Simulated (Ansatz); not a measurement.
System: LuF3 (P-3m1, No. 164, 4 atoms in the cell; start mp-1207204). Method: HSE06+SOC (Ansatz, an electronic-structure program, PAW).

Run with plane-wave cutoff 460 eV, 9×9×6 k mesh (along the axes of the cell as run), Fermi–Dirac smearing 0.01 eV, PAW data made under PBE.

Cell (relaxed with PBEsol):

```
CELL_PARAMETERS angstrom
      3.86160     0.00000     0.00000
     -1.93080     3.34424     0.00000
      0.00000     0.00000     4.26053
ATOMIC_POSITIONS crystal
  Lu 0.00000 0.00000 0.50000
  F  0.33333 0.66667 0.60826
  F  0.66667 0.33333 0.39174
  F  0.00000 0.00000 0.00000
```

Problem. Estimate the band gap that the calculation returns.

Solution. 
- band gap = 9.31 eV (on the SCF k mesh)

Note: cell and atoms aren't relaxed at this level (largest force component 0.04 eV/Å, pressure 2.3 GPa).

Static lattice: no zero-point or thermal effects.

Computing time: roughly 50 core-minutes.

A start named mp-… is a Materials Project structure, which need not be a measured phase.
